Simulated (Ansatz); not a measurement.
## Parameter sweep on K5As2Au (P6_3/mmc, 16 atoms in the cell)

```
K5As2Au
1.0
    5.78673     0.00000     0.00000
   -2.89336     5.01145     0.00000
    0.00000     0.00000    19.40623
K Au As
10 2 4
Direct
  0.33333   0.66667   0.54990
  0.66667   0.33333   0.04990
  0.33333   0.66667   0.95010
  0.66667   0.33333   0.45010
  0.00000   0.00000   0.14750
  0.00000   0.00000   0.64750
  0.00000   0.00000   0.35250
  0.00000   0.00000   0.85250
  0.33333   0.66667   0.75000
  0.66667   0.33333   0.25000
  0.33333   0.66667   0.25000
  0.66667   0.33333   0.75000
  0.33333   0.66667   0.37800
  0.66667   0.33333   0.87800
  0.33333   0.66667   0.12200
  0.66667   0.33333   0.62200
```

Base run A: PBEsol, default PAW files made with PBE run with Ansatz (a program for electronic structure), self-consistent single point.

Its settings: basis.ecutwfc = 420 eV; kpoints.mp_grid.grid = 6 6 2; hamiltonian.xc = pbesol; hamiltonian.pseudopotentials = {kind: paw} (the program's default PAW files); scf.occupations.method = gaussian; scf.occupations.width = 0.136 eV.

The starting cell comes from a database of published, mostly measured structures (it also holds non-ambient and calculated ones), without a prior relaxation at this level. Its lattice was rescaled by a random factor within 2.5 % of one. Ansatz's pressure includes its estimate of the finite-basis (Pulay) stress. A gap is left out here, as mesh or smearing make it unsure.

ΔF is the free energy per atom less that of run A. 

Runs:
- B: scf.occupations.width: 0.136 eV → 0.3 eV
- C: scf.occupations.method: gaussian → fermi_dirac; scf.occupations.width: 0.136 eV → 0.3 eV
- D: scf.occupations.method: gaussian → methfessel_paxton; scf.occupations.width: 0.136 eV → 0.3 eV
- E: scf.occupations.method: gaussian → cold; scf.occupations.width: 0.136 eV → 0.3 eV; width narrowed by the program to 0.0382 eV
- F: scf.occupations.method: gaussian → tetrahedron; scf.occupations.width: 0.136 eV → default

| run | ΔF (meV/atom) | pressure (GPa) | largest force (eV/Å) | TS (meV/atom) |
|---|---|---|---|---|
| A | 0.00 | -0.81 | 0.037 | 0.2 |
| B | -0.52 | -0.80 | 0.047 | 1.8 |
| C | -19.3 | -0.66 | 0.119 | 64.3 |
| D | 2.1 | -0.82 | 0.037 | -3.0 |
| E | 0.04 | -0.82 | 0.034 | 0.0 |
| F | 0.04 | -0.82 | 0.034 | 0.0 |

Run C against A: The free energy drops by 19.3 meV/atom, the pressure goes from -0.81 to -0.66 GPa and the largest force goes from 0.037 to 0.119 eV/Å.

Run B against A: The free energy is nearly the same (within 1 meV/atom), the pressure moves little (-0.81 to -0.80 GPa) and the largest force goes from 0.037 to 0.047 eV/Å.

Keys are those of Ansatz 0.2.
